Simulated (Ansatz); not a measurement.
Defect migration in wurtzite GaN: Al-vacancy pair (Al on one host Ga site, one Ga site vacant), charge state -3. The step: one Ga atom jumps into the vacancy from a nearby Ga site (Al-vacancy distance between ideal sites 3.21 Å throughout); the atom moves 3.08 Å along (0.96, 0.96, 0.00) of the unit cell; the moving atom starts with neighbours N at 1.87, 2 N at 1.99, N at 2.01 Å and ends with N at 1.87, 2 N at 1.99, N at 2.01 Å. DFT values are from Ansatz (plane-wave PAW, 420 eV unless said) in a cell of 72 host sites, spin-restricted, static, with no finite-size correction. The charge state is imposed; whether it is stable for some Fermi level was not computed. Forms of the defect that were not tried may lie lower. For the PBE band: the saddle point's order was not checked, and it lies on a symmetry element of the cell, where a band can be held.

```json
[
 {"Level": "CHGNet universal potential (has no charge state), its own band", "Forward barrier (eV)": "1.52", "Cost of the band or of the saddle's single point": "-"},
 {"Level": "PBE, one k-point at (0.125, 0.250, 0.250), band relaxed", "Forward barrier (eV)": "2.07", "Cost of the band or of the saddle's single point": "roughly 11 core-minutes"},
 {"Level": "PBE, a 2×2×2 k-point mesh shifted by half a step along c, same geometries", "Forward barrier (eV)": "2.11", "Cost of the band or of the saddle's single point": "roughly 2.5 core-minutes"},
 {"Level": "r2SCAN at 500 eV, one k-point at (0.125, 0.250, 0.250), same geometries", "Forward barrier (eV)": "(withheld)", "Cost of the band or of the saddle's single point": "around 80 core-seconds (rough)"}
]
```

Task: Some entries are withheld; supply them.

Result: 
- r2SCAN at 500 eV, one k-point at (0.125, 0.250, 0.250), same geometries, Forward barrier (eV): 2.35

Ansatz is an electronic-structure program.
